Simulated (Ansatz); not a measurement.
A computed series for Pt: response to strain

The reference is Pt in the fcc (Cu type) structure (space group Fm-3m, No. 225; relaxed with 0.1 eV smearing).

```
CELL_PARAMETERS angstrom
      0.00000     1.94769     1.94769
      1.94769     0.00000     1.94769
      1.94769     1.94769     0.00000
ATOMIC_POSITIONS crystal
  Pt 0.00000 0.00000 0.00000
```

Cartesian axes are those of the cell as printed.

Strains are applied to the cell and any free atomic positions relax.

Level of theory: plane-wave PAW DFT at the LDA level (Ansatz, a program for electronic structure, 420 eV), no spin-orbit coupling.

Notes on the quantities. energy relative to the base: free energy F; pressure: mean of the normal stresses, compression positive.

```tsv
change	energy relative to the base	pressure	shortest interatomic distance
base	0 meV/atom	0.0 GPa	2.754 Å
uniaxial strain ε_zz = −2.50 %	+12 meV/atom	?	2.720 Å
uniaxial strain ε_zz = −2.00 %	+7.3 meV/atom	6.6 GPa	2.727 Å
uniaxial strain ε_zz = −1.50 %	+4.1 meV/atom	4.8 GPa	2.734 Å
uniaxial strain ε_zz = −1.00 %	+1.8 meV/atom	3.2 GPa	2.741 Å
uniaxial strain ε_zz = −0.50 %	+0.4 meV/atom	1.6 GPa	2.748 Å
uniaxial strain ε_zz = +0.50 %	+0.4 meV/atom	-1.5 GPa	2.754 Å
uniaxial strain ε_zz = +1.00 %	+1.7 meV/atom	-2.9 GPa	2.754 Å
uniaxial strain ε_zz = +2.00 %	+6.7 meV/atom	-5.7 GPa	2.754 Å
uniaxial strain ε_zz = +2.50 %	?	-7.0 GPa	2.754 Å
```

### Question
Fill in the withheld entries from the trend.

### Answer

- uniaxial strain ε_zz = −2.50 %, pressure: 8.3 GPa
- uniaxial strain ε_zz = +2.50 %, energy relative to the base: +10 meV/atom

No phonon test of stability was made. All final runs are without spin polarisation. Pt lies near a magnetic instability that expansion can trigger; it was not tested.
